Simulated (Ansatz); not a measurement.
We consider Ti₃GeC₂ (P6₃/mmc, No. 194; cell taken from a computed entry), described by PBEsol (Ansatz, an electronic-structure program, PAW).

Run with plane-wave cutoff 520 eV, 24×24×4 k mesh (along the axes of the cell as run), Fermi–Dirac smearing 0.047 eV (set by the program), no spin polarisation, scalar-relativistic PAW data made under PBE.

Cell (relaxed at this level):

```cif
data_C4Ge2Ti6
_chemical_formula_sum 'Ti6 Ge2 C4'
_space_group_name_H-M_alt 'P 1'
_space_group_IT_number 1
_cell_length_a 3.06384
_cell_length_b 3.06384
_cell_length_c 17.71716
_cell_angle_alpha 90.000
_cell_angle_beta 90.000
_cell_angle_gamma 120.000
loop_
_space_group_symop_operation_xyz
  'x, y, z'
loop_
_atom_site_label
_atom_site_type_symbol
_atom_site_fract_x
_atom_site_fract_y
_atom_site_fract_z
_atom_site_occupancy
Ti1 Ti 0.66667 0.33333 0.86745 1
Ti2 Ti 0.33333 0.66667 0.13255 1
Ti3 Ti 0.33333 0.66667 0.36745 1
Ti4 Ti 0.66667 0.33333 0.63255 1
Ti5 Ti 0.00000 0.00000 0.00000 1
Ti6 Ti 0.00000 0.00000 0.50000 1
Ge1 Ge 0.00000 0.00000 0.75000 1
Ge2 Ge 0.00000 0.00000 0.25000 1
C1 C 0.66667 0.33333 0.42845 1
C2 C 0.33333 0.66667 0.57155 1
C3 C 0.33333 0.66667 0.92845 1
C4 C 0.66667 0.33333 0.07155 1
```

Task: Estimate the Voigt–Reuss–Hill bulk modulus, Voigt–Reuss–Hill shear modulus (Hill average), Young modulus and Poisson ratio that the calculation returns.

Result: 
* **Voigt–Reuss–Hill bulk modulus**: 189 GPa
* **Voigt–Reuss–Hill shear modulus (Hill average)**: 141 GPa
* **Young modulus**: 338 GPa
* **Poisson ratio**: 0.202

Note: the relaxation could not lower the start's symmetry, so the cell can be a saddle point above a distorted one.

Elastic constants are with the ions relaxed.
